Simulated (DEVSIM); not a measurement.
## abrupt Si n-p junction

Device: abrupt Si n-p junction, at 300 K.

```tsv
layer (left to right)	material	thickness (μm)	Nd (cm⁻³)	Na (cm⁻³)	τn (s)	τp (s)
1	Si	0.150	4.7e18	-	0.00013	0.00013
2	Si	0.580	-	5.4e15	0.00013	0.00013
```

Left contact: ohmic. Right contact: ohmic. Voltage is applied to the left contact. Recombination: SRH at mid-gap, radiative. Mobility is μmin + (μ − μmin)/(1 + (N/Nref)^α).

Constants are typed, rounded textbook-type inputs, not results; the design itself was drawn at random and stands for no fabricated device. Values at 300 K.

| parameter | Si |
|---|---|
| gap (eV) | 1.124 |
| affinity (eV) | 4.05 |
| permittivity | 11.7 |
| Nc (cm⁻³) | 2.86e19 |
| Nv (cm⁻³) | 3.1e19 |
| μn (cm²/Vs) | 1417 |
| μp (cm²/Vs) | 470 |
| μn,min | 52 |
| μp,min | 45 |
| Nref,n | 9.7e16 |
| Nref,p | 2.2e17 |
| αn | 0.68 |
| αp | 0.72 |
| B (cm³/s) | 4.7e-15 |

Model (solved in DEVSIM): 1D drift-diffusion, Boltzmann statistics, complete ionisation; no tunnelling, impact ionisation, image-force lowering or self-heating.

```
Quantity                                            Result
---------------------------------------------  -----------
Potential step across the device at zero bias      0.854 V
Largest field in the device at zero bias       120000 V/cm
Dark forward voltage at 1 A/cm²                    0.506 V
Dark forward voltage at 100 A/cm²                  0.634 V
```

Small-signal capacitance in reverse bias (quasi-static):

| V (V) | C (nF/cm²) |
|---|---|
| 0.1 | 23.4 |
| 0.25 | 21.5 |
| 0.5 | 19.6 |
| 0.75 | 18.6 |
| 1 | 18.3 |
| 1.5 | 18.0 |
| 2 | 18.0 |
| 2.5 | 17.9 |
| 3.25 | 17.9 |
| 4 | 17.9 |
| 5 | 17.8 |

Dark forward current:

(V (V), J (A/cm²)): (-0.05, -3.8e-8); (-0.10, -2.8e-7); (-0.15, -1.8e-6); (-0.20, -1.2e-5); (-0.25, -7.5e-5); (-0.30, -0.00048); (-0.35, -0.0031); (-0.40, -0.020); (-0.45, -0.13); (-0.50, -0.81); (-0.55, -5.1); (-0.60, -31); (-0.65, -170); (-0.70, -790); (-0.75, -2800)
